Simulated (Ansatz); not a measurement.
Response to strain in WC

Base system: WC (space group P-6m2, No. 187; a = 2.922 Å, c = 2.846 Å; relaxed with 0.1 eV smearing). Axes: x lies along a and z along c of the hexagonal cell.

Strains are applied to the cell and any free atomic positions relax; under biaxial strain the out-of-plane vector relaxes too.

The values are results of Kohn–Sham DFT with the PBE functional, run in Ansatz (a quantum-chemistry and plane-wave program) with PAW and 420 eV plane waves, scalar-relativistic without spin-orbit coupling, not measurements.

```json
[
 {"biaxial strain, plane normal [001], relaxed out of plane (%)": "0", "out-of-plane strain (%)": "0.00"},
 {"biaxial strain, plane normal [001], relaxed out of plane (%)": "0.5", "out-of-plane strain (%)": "-0.18"},
 {"biaxial strain, plane normal [001], relaxed out of plane (%)": "1", "out-of-plane strain (%)": "-0.35"},
 {"biaxial strain, plane normal [001], relaxed out of plane (%)": "1.5", "out-of-plane strain (%)": "?"},
 {"biaxial strain, plane normal [001], relaxed out of plane (%)": "2", "out-of-plane strain (%)": "-0.69"},
 {"biaxial strain, plane normal [001], relaxed out of plane (%)": "2.5", "out-of-plane strain (%)": "-0.85"},
 {"biaxial strain, plane normal [001], relaxed out of plane (%)": "3", "out-of-plane strain (%)": "-1.01"}
]
```

Problem. Fit ε⊥ = −νε + γε² (strains in %) to the rows shown and predict the withheld row.

Solution. Least squares on the printed values gives ν = 0.36 (the biaxial Poisson response) and γ = 0.008 (largest residual 0.00 %); this predicts -0.52 %, and the run gives -0.52 %, in agreement.

Whether these cells are dynamically stable was not tested. The final runs are not spin-polarised.
